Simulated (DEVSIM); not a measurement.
## CdS/CdTe n-p heterojunction

Device: CdS/CdTe n-p heterojunction, at 300 K.

```
layer (left to right)  material  thickness (μm)  Nd (cm⁻³)  Na (cm⁻³)  τn (s)  τp (s)
---------------------  --------  --------------  ---------  ---------  ------  ------
1                           CdS           0.240     7.5e16          -  1.1e-9  1.1e-9
2                          CdTe           0.170          -     2.4e15  1.1e-9  1.1e-9
```

Left contact: ohmic. Right contact: ohmic. Voltage is applied to the left contact. Recombination: SRH at mid-gap. Mobility is μmin + (μ − μmin)/(1 + (N/Nref)^α).

Constants are typed, rounded textbook-type inputs, not results; the design itself was drawn at random and stands for no fabricated device. Values at 300 K.

| parameter | CdS | CdTe |
|---|---|---|
| gap (eV) | 2.4 | 1.5 |
| affinity (eV) | 4.3 | 4.28 |
| permittivity | 9 | 10.2 |
| Nc (cm⁻³) | 2.2e18 | 8e17 |
| Nv (cm⁻³) | 1.8e19 | 1.8e19 |
| μn (cm²/Vs) | 300 | 1000 |
| μp (cm²/Vs) | 25 | 80 |
| μn,min | 30 | 100 |
| μp,min | 3 | 10 |
| Nref,n | 1e17 | 1e17 |
| Nref,p | 1e17 | 1e17 |
| αn | 0.6 | 0.6 |
| αp | 0.6 | 0.6 |

Model (solved in DEVSIM): 1D drift-diffusion, Boltzmann statistics, complete ionisation; no tunnelling, impact ionisation, image-force lowering or self-heating. Band offsets follow the typed affinities; no thermionic-emission limit at abrupt steps, no polarisation charge.

| Quantity | Result |
|---|---|
| Potential step across the device at zero bias | 1.162 V |
| Largest field in the device at zero bias | 69000 V/cm |
| Dark forward voltage at 1 A/cm² | 0.906 V |
| Dark forward voltage at 100 A/cm² | 1.051 V |

Small-signal capacitance in reverse bias (quasi-static):

```json
[
 {"V (V)": "0.1", "C (nF/cm²)": "40.0"},
 {"V (V)": "0.25", "C (nF/cm²)": "39.0"},
 {"V (V)": "0.5", "C (nF/cm²)": "37.6"},
 {"V (V)": "0.75", "C (nF/cm²)": "36.3"},
 {"V (V)": "1", "C (nF/cm²)": "35.1"},
 {"V (V)": "1.5", "C (nF/cm²)": "33.0"},
 {"V (V)": "2", "C (nF/cm²)": "31.3"},
 {"V (V)": "2.5", "C (nF/cm²)": "29.8"},
 {"V (V)": "3.25", "C (nF/cm²)": "27.9"},
 {"V (V)": "4", "C (nF/cm²)": "26.3"},
 {"V (V)": "5", "C (nF/cm²)": "24.4"}
]
```

Dark forward current:

```json
[
 {"V (V)": "-0.05", "J (A/cm²)": "-1.8e-10"},
 {"V (V)": "-0.10", "J (A/cm²)": "-6.5e-10"},
 {"V (V)": "-0.15", "J (A/cm²)": "-1.9e-9"},
 {"V (V)": "-0.25", "J (A/cm²)": "-1.5e-8"},
 {"V (V)": "-0.30", "J (A/cm²)": "-4.2e-8"},
 {"V (V)": "-0.35", "J (A/cm²)": "-1.2e-7"},
 {"V (V)": "-0.40", "J (A/cm²)": "-3.4e-7"},
 {"V (V)": "-0.45", "J (A/cm²)": "-9.9e-7"},
 {"V (V)": "-0.55", "J (A/cm²)": "-1.0e-5"},
 {"V (V)": "-0.60", "J (A/cm²)": "-3.8e-5"},
 {"V (V)": "-0.65", "J (A/cm²)": "-0.00017"},
 {"V (V)": "-0.70", "J (A/cm²)": "-0.00085"},
 {"V (V)": "-0.80", "J (A/cm²)": "-0.026"},
 {"V (V)": "-0.85", "J (A/cm²)": "-0.15"},
 {"V (V)": "-0.90", "J (A/cm²)": "-0.83"},
 {"V (V)": "-0.95", "J (A/cm²)": "-4.4"},
 {"V (V)": "-1.00", "J (A/cm²)": "-22"},
 {"V (V)": "-1.10", "J (A/cm²)": "-360"},
 {"V (V)": "-1.15", "J (A/cm²)": "-1000"},
 {"V (V)": "-1.20", "J (A/cm²)": "-2300"}
]
```
